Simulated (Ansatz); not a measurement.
An Ansatz (a first-principles code) run: SiS2 with a change (Si → Be); PBE (Ansatz, PAW, scalar-relativistic without spin-orbit coupling), earlier PAW set.

Input:

Ansatz 0.2 input:
```yaml
crystal:
  lattice:
    - [-3.157608737, 3.7466724795, 2.1739851244]
    - [3.157608737, -3.7466724795, 2.1739851244]
    - [3.157608737, 3.7466724795, -2.1739851244]
  atoms:
    - { symbol: S, position: [0.8784428085, 0.7562849939, 0.6347278024] }
    - { symbol: S, position: [0.3784428085, 0.7437150061, 0.1221578147] }
    - { symbol: S, position: [0.6215571915, 0.2562849939, 0.8778421853] }
    - { symbol: S, position: [0.1215571915, 0.2437150061, 0.3652721976] }
    - { symbol: Be, position: [0.75, 0.75, 0] }
    - { symbol: Be, position: [0.25, 0.25, 0] }
basis: { ecutwfc: 420, ecutrho_ratio: 4, xc_grid: 2, fft_grid_basis: typed }
kpoints: { mp_grid: { grid: [13, 13, 13] } }
hamiltonian:
  xc: pbe
  dispersion: none
  pseudopotentials: { azcp: { folder: ./paw }, kind: paw }
scf: { occupations: { method: fermi_dirac, width: 0.05 }, convergence: { dr2_threshold: 0.0000000006 } }
output: { forces: true, stress: true }
checkpoint: { write: state.ck, write_every: 1000 }
```

Output (explanatory and most iteration lines left out):

```
Pseudopotential: S, paw, valence charge 6
Pseudopotential: Be, paw, valence charge 2
Crystal: 6 atoms, lattice volume = 102.878 Å³
Basis set: ecut = 420 eV, 2005 PW (Γ), exchange–correlation on 72×72×72 points (8 copies of the dense FFT grid, shifted against one another)
Bands: 20, of which v1, the nominal top of the filled ones, is band 14 counted from 1 (13 counted from 0)
Symmetry: 8 space group operations
Space group: Ibam (ITA 72), of the structure as read, at distance tolerance 4.7e-5 Å
k-points: 343 of 2197
Functional: x = pbe(κ = 0.804, μ = 0.2195149727645171), c = pbe(β = 0.06672455060314922)
SCF iter   1: F=—  HF=-3795.273483 eV  |F-HF|=—  |Δ(HF+E_count)|=         —  Δρ=4.01e-2  dr2=4.15e0  ethr=3.10e-3  ⟨swp⟩=9.9  Hψ=51596  notcnv=0
SCF iter   2: F=—  HF=-3794.431905 eV  |F-HF|=—  |Δ(HF+E_count)|=   8.42e-1  Δρ=2.26e-2  dr2=1.32e0  ethr=3.10e-3  ⟨swp⟩=3.9  Hψ=15597  notcnv=0  defer=27
SCF 1 converged in 10 iterations: F = -3794.060952 eV  dr2 = 9.63e-11
SCF converged after 10 iterations
Free energy (F): -3794.060952 eV
Internal energy: -3794.041781 eV  (E = F + TS)
E sigma→0 (E₀):  -3794.051366 eV
Entropy (-TS):   -0.019171 eV (-3.195 meV/atom)
Fermi energy:    5.141478 eV
--- Forces (eV/Å), atoms counted from 1 ---
  atom   1  S      0.00008045    -0.00056814    -0.00000000
  atom   2  S     -0.00008045    -0.00056814     0.00000000
  atom   3  S      0.00008045     0.00056814     0.00000000
  atom   4  S     -0.00008045     0.00056814    -0.00000000
  atom   5  Be     0.00000000     0.00000000     0.00000000
  atom   6  Be    -0.00000000    -0.00000000    -0.00000000
--- Stress (GPa, compression-positive) ---
       -0.005571      -0.000000       0.000000
       -0.000000       0.008051      -0.000000
        0.000000      -0.000000      -0.007692
  P = ⅓ Tr σ = -0.0017 GPa (-0.017 kbar)
```

No phonon test of stability was made. All final runs are without spin polarisation. The cell was made from SiS2 by this change: Si → Be; the result is a hypothetical phase, not in the database extracts checked. No dispersion term is included, though the crystal is made of layers, chains or molecules, so its spacings can come out too wide.
